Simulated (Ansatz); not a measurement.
Worked example: self-consistent single point of TiCo (P4mm, 2 atoms in the cell) in Ansatz (an electronic-structure program).

Computed with LDA (PW92), PAW files made with PBE (plane waves; Ansatz).

```yaml
crystal:
  lattice:
    - [2.98103, 0.00000, 0.00000]
    - [0.00000, 2.98103, 0.00000]
    - [0.00000, 0.00000, 2.98103]
  atoms:
    - { symbol: Ti, position: [0.00000, 0.00000, 0.01677] }
    - { symbol: Co, position: [0.50000, 0.50000, 0.50000] }
```

Reference input (self-consistent single point, DFT, LDA (PW92), plane waves, PAW files made with PBE): basis.ecutwfc = 420 eV; kpoints.mp_grid.grid = 11 11 11; hamiltonian.xc = lda; hamiltonian.pseudopotentials = {kind: paw} (the program's default PAW files); scf.occupations.method = fermi_dirac; scf.occupations.width = 0.1 eV. This run's input differs from it in these lines:

Ansatz 0.2 input:
```diff
@@ -13,3 +13,4 @@
   mp_grid:
-    grid: [11, 11, 11]
+    grid: [7, 7, 7]
+    shift: [0.5, 0.5, 0.5]
 hamiltonian:
```

Output, abridged:

```
SCF iter   1: F=—  HF=-7514.270760 eV  |F-HF|=—  |Δ(HF+E_count)|=         —  Δρ=6.63e-2  dr2=1.39e0  ethr=3.10e-3  ⟨swp⟩=3.9  Hψ=2897  notcnv=0
all-band conjugate gradients solve this SCF's bands
preconditioner: auto → none
SCF iter   2: F=—  HF=-7514.157282 eV  |F-HF|=—  |Δ(HF+E_count)|=   1.13e-1  Δρ=9.94e-2  dr2=2.93e0  ethr=3.10e-3  ⟨swp⟩=2.5  Hψ=1412  notcnv=0
   [... lines left out ...]
SCF iter   6: F=—  HF=-7513.933752 eV  |F-HF|=—  |Δ(HF+E_count)|=   1.02e-4  Δρ=7.57e-4  dr2=1.41e-4  ethr=3.36e-6  ⟨swp⟩=2.1  Hψ=943  notcnv=0
SCF iter   7: F=—  HF=-7513.933739 eV  |F-HF|=—  |Δ(HF+E_count)|=   1.22e-5  Δρ=2.32e-5  dr2=1.41e-7  ethr=4.87e-7  ⟨swp⟩=1.0  Hψ=760  notcnv=0
SCF iter   8: F=—  HF=-7513.933737 eV  |F-HF|=—  |Δ(HF+E_count)|=   2.58e-6  Δρ=4.43e-6  dr2=4.54e-9  ethr=3.45e-10  ⟨swp⟩=4.8  Hψ=3106  notcnv=0
SCF iter   9: F=-7513.933737 eV  HF=-7513.933737 eV  |F-HF|=3.40e-10  |Δ(HF+E_count)|=   1.05e-9  Δρ=1.19e-6  dr2=4.11e-10  ethr=1.56e-11  ⟨swp⟩=2.0  Hψ=2328  notcnv=0
SCF 1 converged in 9 iterations: F = -7513.933737 eV  dr2 = 4.11e-10
Free energy (F): -7513.933737 eV
Internal energy: -7513.863901 eV  (E = F + TS)
E sigma→0 (E₀):  -7513.898819 eV
Entropy (-TS):   -0.069836 eV (-34.918 meV/atom)
Fermi energy:    16.255221 eV
--- Forces (eV/Å), atoms counted from 1 ---
  atom   1  Ti     0.00000000     0.00000000    -0.16583908
  atom   2  Co    -0.00000000     0.00000000     0.16583814
--- Stress (GPa, compression-positive) ---
      -14.269875       0.000000      -0.000000
        0.000000     -14.269875       0.000000
        0.000000       0.000000     -14.289419
  P = ⅓ Tr σ = -14.2764 GPa (-142.764 kbar)
  The stress holds the Pulay correction. Without it, at fixed plane waves, as pw.x and ABINIT print it: P = -14.3362 GPa
```

The run converged in 9 iterations. Against the reference run the free energy falls by 7.3 meV/atom, the pressure goes from -14.10 to -14.28 GPa and the largest force stays at 0.166 eV/Å.

The starting cell has typed, rounded lattice constants, without a prior relaxation at this level. Its lattice was rescaled by up to half a per cent. One atom was moved a little off its site on purpose. Spin polarisation is off. Ansatz's pressure includes its estimate of the finite-basis (Pulay) stress.
